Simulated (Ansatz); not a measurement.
**Formation energy of Mo_Al in Al (fcc, Fm-3m): levels of theory**

Consider the formation energy of Mo_Al in Al (fcc, Fm-3m). Reaction: 63 Al (fcc) + Mo (bcc) → cell A.

A: a supercell of 64 sites of Al (fcc, Fm-3m) with Mo on an Al site (12 Al at 2.81 Å); spin state with PBE: run without spin.

Method: Ansatz (an electronic-structure program), PAW, neutral cells at 0 K with nuclei at rest, on structures from PBE. Ansatz runs with its default PAW set. Other levels take these structures. The lattices are those relaxed with PBE, so at other levels the solids can be strained, which adds to the spread. Larger cells are relaxed from a start prepared with the learned potential CHGNet, on a coarser mesh till forces fall under 0.03 eV/Å, which some starts already meet. A dispersion term (D3(BJ), or D4 for r2SCAN) was computed beside these levels and is taken off wherever the name lacks it. Mesh and cell size may move defect energies by 0.1 eV or more. Cell A has symmetry Fm-3m and got no random move, so less symmetric positions, which may lie lower, weren't tried.

| Functional | value (eV) |
|---|---|
| PBE | -0.75 |
| PBE+D3(BJ) | -0.66 |
| LDA | -0.65 |
| PBEsol | -0.67 |
| RPBE | (withheld) |
| r2SCAN+D4 | -0.74 |

Problem. Some entries are withheld; supply them.

Solution. 
- RPBE, value (eV): -0.79

The levels span 0.14 eV, from RPBE (-0.79) to LDA (-0.65).

Rough cost of one single point on cell A, against PBEsol's on the same shared machine and with each level's own mesh and cutoff: r2SCAN within a factor of 2.
